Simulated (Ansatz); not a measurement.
Input and output of a zone-centre phonon calculation for LuH₂ (Fm-3m, 3 atoms in the cell) (Ansatz, a quantum-chemistry and plane-wave program).

Method of the run: LDA (PW92), default PAW files made with PBE (plane waves; Ansatz).

```xyz
3
Lattice="0.0000 2.5021 2.5021 2.5021 0.0000 2.5021 2.5021 2.5021 0.0000" Properties=species:S:1:pos:R:3 pbc="T T T"
Lu     0.0000     0.0000     0.0000
H      1.2510     1.2510     1.2510
H      3.7531     3.7531     3.7531
```

Reference input (self-consistent single point, DFT, LDA (PW92), plane waves, default PAW files made with PBE): basis.ecutwfc = 30.9 Ry; kpoints.mp_grid.grid = 11 11 11; hamiltonian.xc = lda; hamiltonian.pseudopotentials = {kind: paw} (the program's default PAW files); scf.occupations.method = gaussian; scf.occupations.width = 0.0073 Ry. This run's input differs from it in these lines:

Ansatz 0.2 input:
```diff
@@ -12,3 +12,3 @@
 kpoints:
-  mp_grid: { grid: [11, 11, 11] }
+  mp_grid: { grid: [9, 9, 9] }
 hamiltonian:
@@ -18,6 +18,4 @@
   occupations: { method: gaussian, width: 0.0073 Ry }
-output:
-  forces: true
-  eigenvalues: true
-  stress: true
+phonons:
+  method: dfpt
```

Output (repeated stretches shortened):

```
SCF iter   1: F=—  HF=-14526.490080 eV  |F-HF|=—  |Δ(HF+E_count)|=         —  Δρ=1.08e-2  dr2=2.54e-2  ethr=1.77e-3  ⟨swp⟩=5.1  Hψ=7676  notcnv=0
all-band conjugate gradients solve this SCF's bands
preconditioner: auto → Kerker (q_TF=auto, 2.662 Å⁻¹)
SCF iter   2: F=—  HF=-14526.481704 eV  |F-HF|=—  |Δ(HF+E_count)|=   8.38e-3  Δρ=6.01e-3  dr2=8.16e-3  ethr=9.39e-5  ⟨swp⟩=2.1  Hψ=3030  notcnv=0  defer=19
   [... lines left out ...]
SCF iter   8: F=—  HF=-14526.478337 eV  |F-HF|=—  |Δ(HF+E_count)|=   6.69e-8  Δρ=5.66e-6  dr2=4.55e-9  ethr=7.68e-10  ⟨swp⟩=2.1  Hψ=2140  notcnv=0  defer=26
SCF iter   9: F=—  HF=-14526.478337 eV  |F-HF|=—  |Δ(HF+E_count)|=   1.30e-9  Δρ=1.20e-6  dr2=2.60e-10  ethr=1.69e-11  ⟨swp⟩=2.7  Hψ=2455  notcnv=0  defer=26
SCF iter  10: F=—  HF=-14526.478337 eV  |F-HF|=—  |Δ(HF+E_count)|=  3.69e-10  Δρ=3.20e-7  dr2=2.43e-11  ethr=1.00e-12  ⟨swp⟩=2.9  Hψ=3080  notcnv=0  defer=26
SCF iter  11: F=-14526.478337 eV  HF=-14526.478337 eV  |F-HF|=1.82e-12  |Δ(HF+E_count)|=  9.09e-12  Δρ=9.01e-8  dr2=5.99e-13  ethr=1.00e-12  ⟨swp⟩=10.2  Hψ=8731  notcnv=0
SCF 1 converged in 11 iterations: F = -14526.478337 eV  dr2 = 5.99e-13
DFPT response loops at Γ: preconditioner auto → Kerker (q_TF=auto, 2.662 Å⁻¹) (partly filled bands, converged f_vac=0.000) …
Free energy (F): -14526.478337 eV
Internal energy: -14526.473895 eV  (E = F + TS)
E sigma→0 (E₀):  -14526.476116 eV
Entropy (-TS):   -0.004442 eV (-1.481 meV/atom)
Fermi energy:    13.197647 eV
--- Phonons (Γ-DFPT): 2 representative perturbations + reference, on 75 of 729 k-points (Σ response iterations 7) ---
  k mesh reduced under 8 symmetry operations, with k and −k counted as one. Each operation leaves every solved displacement unchanged or reverses it
  ASR residual: 1.030e-5 → 0.000e0 eV/Å²; symmetrization residual: 6.801e-8 eV/Å²
  ASR residual per site (eV/Å²): 8.86e-8 1.03e-5 1.03e-5
  Γ frequencies (cm⁻¹): 0.00 0.00 0.00 944.66 944.66 944.66 1154.68 1154.68 1154.68
  non-analytic LO–TO correction: not included (Born effective charges unavailable; polar crystals: no LO–TO splitting at Γ)
```

The run converged in 11 iterations. 

Summary of the result:
* **Free energy E − TS (on the zero of these files)**: -14526.4783 eV
* **Fermi level (on the code's own zero)**: 13.20 eV
* **Zone-centre frequencies (cm⁻¹; negative means imaginary)**: 0, 0, 0, 945, 945, 945, 1155, 1155, 1155

The starting cell comes from a database of computed structures (which also holds hypothetical and non-ambient phases and stackings), without a prior relaxation at this level. Its lattice was rescaled by up to half a per cent.
